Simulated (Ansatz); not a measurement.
Consider SnAu₅ (space group R32, No. 155; a = 5.1009 Å, c = 14.2790 Å (hexagonal axes)).

Levels (all Ansatz, a quantum-chemistry and plane-wave program, PAW): PBEsol (420 eV, without spin-orbit coupling); PBEsol+SOC (420 eV, noncollinear with spin-orbit coupling).

The geometry is relaxed with PBEsol.

- PBEsol pressure = 0.0 GPa

With PBEsol+SOC at the same geometry, the pressure goes from zero to -1.2 GPa.

Single points use the geometry relaxed with PBEsol. The spin-orbit shifts are approximate. Stability against distortions was not tested.
